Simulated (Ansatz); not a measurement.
The parent structure is LiF in the rock salt structure (space group Fm-3m, No. 225).

```
LiF
1.0
    0.00000     2.00393     2.00393
    2.00393     0.00000     2.00393
    2.00393     2.00393     0.00000
Li F
1 1
Direct
  0.00000   0.00000   0.00000
  0.50000   0.50000   0.50000
```

Cartesian axes are those of the cell as printed.

The values are results of PBEsol (Ansatz, a program for electronic structure; PAW; 420 eV plane waves; no spin-orbit coupling), not measurements.

For the base:

- Band gap: 9.05 eV
- Gap character: direct at Γ

It is then changed as follows: a pure shear with ε_xy = ε_yx = 0.0086, atoms relaxed at fixed cell.

Question: Estimate the effect on the energy relative to the base.

Answer: The energy rises by 0.4 meV/atom.

Question: Predict the new band gap.

Answer: The band gap shrinks by 0.05 eV, from 9.05 eV to 9.00 eV.

Question: How does this affect the stress?

Answer: The stress (xx, yy, zz, yz, xz, xy; compression positive) is (0.01, 0.01, -0.02, 0.00, 0.00, -1.07) GPa.

Question: How does this affect the gap character?

Answer: The gap character stays direct at Γ.

The cells carry an imposed strain or load. Stability against distortions was not tested. k-point labels follow each cell's own Brillouin zone.
